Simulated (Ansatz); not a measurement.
PtCl2 (within 0.1 Å of Immm, No. 71, 6 atoms in the cell; start mp-1219748; a measured phase of this formula has another space group)

Computed with PBE0 in Ansatz (PAW).

Numerical settings: plane-wave cutoff 460 eV, 6×6×4 k mesh (along the axes of the cell as run), Fermi–Dirac smearing 0.01 eV, scalar-relativistic PAW data made under PBE.

Cell (relaxed with PBE-D3(BJ)):

```cif
data_Cl4Pt2
_chemical_formula_sum 'Pt2 Cl4'
_space_group_name_H-M_alt 'P 1'
_space_group_IT_number 1
_cell_length_a 6.09453
_cell_length_b 6.09453
_cell_length_c 7.23108
_cell_angle_alpha 107.386
_cell_angle_beta 107.386
_cell_angle_gamma 32.941
loop_
_space_group_symop_operation_xyz
  'x, y, z'
loop_
_atom_site_label
_atom_site_type_symbol
_atom_site_fract_x
_atom_site_fract_y
_atom_site_fract_z
_atom_site_occupancy
Pt1 Pt 0.49999 0.49999 0.75001 1
Pt2 Pt 0.50001 0.50001 0.24999 1
Cl1 Cl 0.13910 0.13910 0.81918 1
Cl2 Cl 0.86090 0.86090 0.18082 1
Cl3 Cl 0.13912 0.13912 0.31918 1
Cl4 Cl 0.86088 0.86088 0.68082 1
```

| Item | Result |
|---|---|
| band gap | 3.00 eV |
| smallest direct gap on the k points sampled | 3.15 eV |
| Γ–Γ gap | 3.72 eV |

Note: cell and atoms aren't relaxed at this level.

Spin–orbit coupling is not included.

Computed values are for the static lattice.

A start named mp-… is a Materials Project structure, which need not be a measured phase.

Ansatz is a quantum-chemistry and plane-wave program.
